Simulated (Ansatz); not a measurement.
Ansatz (an electronic-structure program) run on Ca₃P₂O₈ (P1, 13 atoms in the cell): relaxation of the atoms.

Method of the run: LDA (PW92), default PAW files made with PBE (plane waves; Ansatz).

The change in words: atoms moved at random; relax: default → atoms; relax.f_tol: default → 0.005 eV/Å. Reference geometry:
```
Ca3(PO4)2
1.0
    2.62435     1.51517     6.22450
   -2.62435     1.51517     6.22450
    0.00000    -3.03034     6.22450
Ca P O
3 2 8
Direct
  0.00999   0.00429   0.98876
  0.20194   0.21596   0.19876
  0.80003   0.78368   0.80403
  0.39862   0.40772   0.40164
  0.59583   0.59358   0.60108
  0.32595   0.32483   0.32234
  0.67576   0.68673   0.67254
  0.27101   0.74021   0.28486
  0.27050   0.26812   0.75527
  0.73688   0.28224   0.27613
  0.72582   0.24153   0.73841
  0.25313   0.73638   0.71311
  0.73455   0.71472   0.24308
```

Reference input (self-consistent single point, DFT, LDA (PW92), plane waves, default PAW files made with PBE): basis.ecutwfc = 420 eV; kpoints.mp_grid.grid = 7 7 7; hamiltonian.xc = lda; hamiltonian.pseudopotentials = {kind: paw} (the program's default PAW files); scf.occupations.method = cold; scf.occupations.width = 0.136 eV. This run's input differs from it in these lines:

Ansatz 0.2 input:
```diff
@@ -7,15 +7,15 @@
   atoms:
-    - { symbol: Ca, position: [0.009992, 0.004290, -0.011236] }
-    - { symbol: Ca, position: [0.201935, 0.215963, 0.198761] }
-    - { symbol: Ca, position: [0.800030, 0.783685, 0.804026] }
-    - { symbol: P, position: [0.398619, 0.407718, 0.401635] }
-    - { symbol: P, position: [0.595831, 0.593580, 0.601077] }
-    - { symbol: O, position: [0.325949, 0.324833, 0.322336] }
-    - { symbol: O, position: [0.675762, 0.686730, 0.672539] }
-    - { symbol: O, position: [0.271012, 0.740215, 0.284863] }
-    - { symbol: O, position: [0.270497, 0.268119, 0.755266] }
-    - { symbol: O, position: [0.736881, 0.282244, 0.276132] }
-    - { symbol: O, position: [0.725818, 0.241526, 0.738413] }
-    - { symbol: O, position: [0.253128, 0.736377, 0.713113] }
-    - { symbol: O, position: [0.734546, 0.714721, 0.243077] }
+    - { symbol: Ca, position: [0.012417, -0.003262, -0.003456] }
+    - { symbol: Ca, position: [0.211238, 0.216096, 0.191258] }
+    - { symbol: Ca, position: [0.797587, 0.788992, 0.798459] }
+    - { symbol: P, position: [0.393422, 0.417067, 0.401895] }
+    - { symbol: P, position: [0.596589, 0.587676, 0.603423] }
+    - { symbol: O, position: [0.327850, 0.325158, 0.324899] }
+    - { symbol: O, position: [0.674317, 0.689758, 0.670394] }
+    - { symbol: O, position: [0.273734, 0.731591, 0.287727] }
+    - { symbol: O, position: [0.270306, 0.271402, 0.753903] }
+    - { symbol: O, position: [0.730146, 0.283359, 0.277845] }
+    - { symbol: O, position: [0.720761, 0.244383, 0.739557] }
+    - { symbol: O, position: [0.252118, 0.737098, 0.713176] }
+    - { symbol: O, position: [0.739516, 0.710683, 0.240922] }
 basis:
@@ -33,2 +33,4 @@
     width: 0.136
+relax:
+  f_tol: 0.005
 output:
```

Output (repeated stretches shortened):

```
   [... SCF lines of the steps left out ...]
relax step   1: F+E_penalty+E_count = -11229.57833233 eV  Δ(F+E_penalty+E_count) = +0.000e0 eV  max|allowed force component| = 7.786e0 eV/Å  Δτ_max = 0.0000 Å  (7 SCF iters, dr2 threshold 6.25e-7 eV, accepted)
relax step   2: F+E_penalty+E_count = -11230.25891042 eV  Δ(F+E_penalty+E_count) = -6.806e-1 eV  max|allowed force component| = 3.776e0 eV/Å  Δτ_max = 0.0701 Å  (6 SCF iters, dr2 threshold 1.00e-4 eV, accepted)
   [... lines left out ...]
relax step   6: F+E_penalty+E_count = -11230.60838860 eV  Δ(F+E_penalty+E_count) = -1.004e-3 eV  max|allowed force component| = 6.110e-3 eV/Å  Δτ_max = 0.0129 Å  (5 SCF iters, dr2 threshold 1.40e-6 eV, accepted)
relax step   7: F+E_penalty+E_count = -11230.60838862 eV  Δ(F+E_penalty+E_count) = -1.835e-8 eV  max|allowed force component| = 6.254e-3 eV/Å  Δτ_max = 0.0000 Å  (3 SCF iters, accepted)
relax step   8: F+E_penalty+E_count = -11230.60839131 eV  Δ(F+E_penalty+E_count) = -2.695e-6 eV  max|allowed force component| = 2.891e-4 eV/Å  Δτ_max = 0.0010 Å  (5 SCF iters, accepted)
Stability not checked (fill_not_monotonic)
Free energy (F): -11230.608391 eV
Internal energy: -11230.608391 eV  (E = F + TS)
E sigma→0 (E₀):  -11230.608391 eV
Fermi energy:    9.667297 eV
--- Forces (eV/Å), atoms counted from 1 ---
  atom   1  Ca    -0.00003985    -0.00001276     0.00003450
  atom   2  Ca     0.00001112    -0.00003331     0.00022422
  atom   3  Ca    -0.00001510     0.00007366    -0.00023127
  atom   4  P     -0.00013441     0.00006572     0.00006622
  atom   5  P     -0.00010482     0.00009721    -0.00007310
  atom   6  O      0.00004436     0.00003321    -0.00028936
   [... lines left out ...]
    - { symbol: O, position: [0.7523515526395015, 0.23938255729155683, 0.3069993969873026] }
    - { symbol: O, position: [0.6930112296689062, 0.2476482046430048, 0.7606211934659981] }
    - { symbol: O, position: [0.2476444205815096, 0.7606041337341292, 0.6930107269589814] }
    - { symbol: O, position: [0.7606065544398714, 0.6929980466082561, 0.2476461415872661] }
```

The run converged. 

Summary of the result:
* **Free energy E − TS (on the zero of these files)**: -11230.6084 eV
* **Top of the valence band (on the code's own zero)**: 6.80 eV
* **Gap on the k-point mesh**: 5.54 eV
* **Pressure**: -5.72 GPa
* **Relaxation steps**: 8

The starting cell comes from a database of published, mostly measured structures (it also holds non-ambient and calculated ones), without a prior relaxation at this level. Its atoms were displaced at random from the sites of space group no. 166. For this run, on top of that: atoms moved at random. Ansatz's pressure includes its estimate of the finite-basis (Pulay) stress. Without the estimate this run gives -6.60 GPa.

Cost on one core of a shared machine: roughly 10 min.
